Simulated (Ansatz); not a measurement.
Cubic perovskite CsSrF3 was calculated with PBEsol-D3(BJ) (PAW; Ansatz, a quantum-chemistry and plane-wave program).

Numerical settings: plane-wave cutoff 520 eV, 8×8×8 k mesh, Fermi–Dirac smearing 0.01 eV, scalar-relativistic PAW data made under PBE.

The direct gap at Γ against volume; x = 100 ln(V/20.718 Å³). One gap is withheld.

```tsv
V (Å³/atom)	x	gap (eV)
19.475	-6.19	6.585
19.889	-4.08	6.519
20.304	-2.02	6.454
20.718	0.00	6.387
21.132	1.98	6.321
21.547	3.92	6.254
21.961	5.83	?
```

**Question.** Fit a straight line to the rows shown, give the volume deformation potential and predict the withheld gap.

**Answer.** Means of the 6 rows: x̄ = -1.065, ȳ = 6.4200 eV. Σ(x − x̄)(y − ȳ) = -2.3407 and Σ(x − x̄)² = 71.524, so the slope is -0.0327 eV per unit of x, and dE_g/d ln V = -3.3 eV. At x = 5.83: 6.4200 + (-0.0327) × (5.83 − (-1.065)) = 6.195 eV. The run gives 6.186 eV, 0.009 eV below the line, as the curve bends the same way over all rows.

Spin–orbit coupling is not included.

Note: the relaxation could not lower the start's symmetry, so the cell can be a saddle point above a distorted one.
